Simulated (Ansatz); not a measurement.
We consider antifluorite K₂Te, described by PBEsol+SOC (Ansatz, a program for electronic structure, PAW).

Numerical settings: plane-wave cutoff 520 eV, 8×8×8 k mesh, Fermi–Dirac smearing 0.01 eV, PAW data made under PBE.

Computed points:

```csv
V (Å³/atom),E − E_lowest (meV/atom),P (GPa)
41.537,7.88,1.008
42.421,3.37,0.634
43.305,0.81,0.300
44.188,0.00,0.000
45.072,0.75,-0.269
45.956,2.91,-0.510
46.840,6.33,-0.726
```

### Question
Estimate the bulk modulus from the pressures at 43.305 and 45.072 Å³/atom, and compare it with a fit to all energies.

### Answer
B = −V dP/dV. Between V = 43.305 and 45.072 Å³/atom, dP/dV = (-0.269 − (0.300))/(45.072 − 43.305) = -0.322 GPa per Å³/atom; at the midpoint 44.189 Å³/atom this gives B ≈ 14.2 GPa. The third-order Birch–Murnaghan fit gives V0 = 44.189 Å³/atom, B0 = 14.2 GPa, B′ = 4.5, which lies within 1 % of that estimate.

Note: the relaxation could not lower the start's symmetry, so the cell can be a saddle point above a distorted one.

Static lattice: no zero-point or thermal effects.
